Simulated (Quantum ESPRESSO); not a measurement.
Worked example: self-consistent single point of SnO (Cmce, 8 atoms in the cell) in Quantum ESPRESSO.

Method of the run: PBEsol, GBRV 1.5 ultrasoft (PBESOL) pseudopotentials (plane waves; Quantum ESPRESSO 7.5).

```xyz
8
Lattice="2.7016 -2.7025 0.0000 2.7016 2.7025 0.0000 0.0000 0.0000 10.0901" Properties=species:S:1:pos:R:3 pbc="T T T"
Sn     2.7016    -1.2785     8.7164
Sn     2.7016     1.2785     1.3737
Sn     2.7016    -1.4239     3.6714
Sn     2.7016     1.4239     6.4187
O      1.3508    -0.0645     2.5225
O      4.0524     0.0645     7.5676
O      1.3508     0.0645     7.5676
O      4.0524    -0.0645     2.5225
```

Reference input (self-consistent single point, DFT, PBEsol, plane waves, GBRV 1.5 ultrasoft (PBESOL) pseudopotentials): ecutwfc = 40 Ry; ecutrho = 200 Ry; occupations = smearing; smearing = marzari-vanderbilt; degauss = 0.0147 Ry; potentials = {Sn: sn_pbesol_v1.4.uspp.F.UPF, O: o_pbesol_v1.2.uspp.F.UPF}; K_POINTS = automatic 5 5 2 0 0 0; conv_thr = 1e-10 Ry; mixing_beta = 0.7. This run's input differs from it in these lines:

```diff
@@ -12,4 +12,4 @@
    ntyp = 2,
-   ecutwfc = 40,
-   ecutrho = 200,
+   ecutwfc = 20,
+   ecutrho = 100,
    occupations = 'smearing',
```

The program printed (abridged):

```
     Self-consistent Calculation

     iteration #  1     ecut=    20.00 Ry     beta= 0.70

     total energy              =    -762.35494958 Ry
     estimated scf accuracy    <       2.39020946 Ry

     iteration #  2     ecut=    20.00 Ry     beta= 0.70

     WARNING: integrated charge=    80.00038141, expected=    80.00000000

     total energy              =    -763.01933848 Ry
     estimated scf accuracy    <       0.32742223 Ry

     iteration #  3     ecut=    20.00 Ry     beta= 0.70

     WARNING: integrated charge=    80.00025578, expected=    80.00000000

     total energy              =    -763.06137873 Ry
     estimated scf accuracy    <       0.10492185 Ry

   [... 7 blocks of this kind left out ...]

     iteration # 11     ecut=    20.00 Ry     beta= 0.70

     WARNING: integrated charge=    80.00098199, expected=    80.00000000

     total energy              =    -763.08689586 Ry
     estimated scf accuracy    <          2.8E-10 Ry

     iteration # 12     ecut=    20.00 Ry     beta= 0.70
     End of self-consistent calculation

     the Fermi energy is     9.6428 ev

     WARNING: integrated charge=    80.00098200, expected=    80.00000000

!    total energy              =    -763.08689580 Ry
     estimated scf accuracy    <          1.7E-11 Ry
     smearing contrib. (-TS)   =       0.00001213 Ry
     internal energy E=F+TS    =    -763.08690793 Ry

     convergence has been achieved in  12 iterations

     Forces acting on atoms (cartesian axes, Ry/au):

     atom    1 type  1   force =     0.00000000   -0.00138684    0.00431391
     atom    2 type  1   force =     0.00000000    0.00138684   -0.00431391
     atom    3 type  1   force =     0.00000000    0.00138684    0.00431391
     atom    4 type  1   force =     0.00000000   -0.00138684   -0.00431391
   [... lines left out ...]

     Total force =     0.009148     Total SCF correction =     0.000007

          total   stress  (Ry/bohr**3)                   (kbar)     P=     -565.97
  -0.00383732   0.00000000   0.00000000         -564.49        0.00        0.00
   0.00000000  -0.00384809   0.00000000            0.00     -566.07        0.00
   0.00000000   0.00000000  -0.00385678            0.00        0.00     -567.35

   JOB DONE.
```

The run converged in 12 iterations. Against the reference run the free energy rises by 2.80 eV/atom, the pressure goes from -0.81 to -56.60 GPa, the largest force goes from 0.179 to 0.117 eV/Å and the gap on the mesh goes from 0.791 to 0.808 eV. The full log also holds: “WARNING: integrated charge=    80.00038141, expected=    80.00000000”. The full log also holds: “WARNING: integrated charge=    80.00025578, expected=    80.00000000”.

The starting cell comes from a database of computed structures (which also holds hypothetical and non-ambient phases and stackings), without a prior relaxation at this level. Its lattice was rescaled by a random factor within 2.5 % of one. At the lowered cutoff the pressure carries the error of an incomplete plane-wave basis.

Cost on one core of a shared machine: roughly 40 s.
